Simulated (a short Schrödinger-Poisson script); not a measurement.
**Symmetric double-gate stack, SiO2 on p-type Si(100)**

Structure: symmetric double-gate stack, SiO2 on p-type Si(100), at 400 K.

```tsv
layer	material	thickness (nm)	Na (cm⁻³)
1	SiO2	2.4	-
2	Si	4	4e16
3	SiO2	2.4	-
```

Constants are typed, rounded textbook-type inputs, not results; the design itself was drawn at random and stands for no fabricated device. SiO2: permittivity 3.9, conduction-band edge (eV) 3.15, gap (eV) 9, electron mass (mₑ) 0.5. Si: permittivity 11.7, conduction-band edge (eV) 0, gap (eV) 1.124, Nv at 300 K (cm⁻³) 3.1e19.

Channel valleys (confinement mass, in-plane density-of-states mass, number): Δ2 0.916, 0.19, 2; Δ4 0.19, 0.417, 4. At the gates, both at one voltage, the conduction-band edge of layer 1 lies 3.65 eV − eVg above the Fermi level of the channel. Gaps are held at their typed values at every temperature. Mesh 0.03 nm at interfaces.

Solved with a short Schrödinger-Poisson script written for these runs: 1D Poisson equation in equilibrium, electrons quantum, Hartree (BenDaniel-Duke, 12 states a valley, the channel's in-plane mass for all, wave functions free to enter the dielectric), parabolic valleys, classical holes, full ionisation, no traps, pinning or gate leakage.

```
Vg (V)  electrons (cm⁻²)  C (μF/cm²)  Δ2 E0 (meV)  Δ2 E1 (meV)  Δ4 E0 (meV)  Δ4 E1 (meV)
------  ----------------  ----------  -----------  -----------  -----------  -----------
0                 2.50e6     < 0.003        524.6        595.4        586.6        846.5
0.1               4.54e7     < 0.003        424.6        495.4        486.6        746.5
0.2               8.26e8     0.00389        324.7        395.4        386.7        646.6
0.3              1.46e10      0.0671        225.5        296.3        287.6        547.4
0.4              1.91e11       0.659        136.9        207.2        198.8        458.3
0.5              9.07e11        1.56         82.7        151.7        144.3        402.1
0.6              2.03e12        1.97         54.3        121.3        115.4        370.6
0.7              3.32e12        2.15         36.5        101.2         97.1        349.5
0.8              4.69e12        2.24         23.8         86.2         83.9        333.3
0.9              6.11e12        2.30         14.0         74.0         73.6        320.0
1                7.56e12        2.35          5.9         63.6         65.1        308.6
1.1              9.04e12        2.38         -1.0         54.5         58.0        298.4
1.2              1.05e13        2.41         -6.9         46.3         51.7        289.3
1.3              1.20e13        2.43        -12.2         38.9         46.1        280.9
1.4              1.36e13        2.44        -17.0         32.1         41.2        273.1
1.5              1.51e13        2.46        -21.3         25.7         36.7        265.9
1.6              1.66e13        2.47        -25.4         19.8         32.5        259.1
1.7              1.82e13        2.48        -29.1         14.1         28.7        252.7
1.8              1.97e13        2.49        -32.7          8.8         25.1        246.5
1.9              2.13e13        2.50        -36.1          3.7         21.8        240.7
```

Gate voltages with under 1e6 electrons/cm² are left out.

Subbands count from the Fermi level. The capacitance is that of both gates.
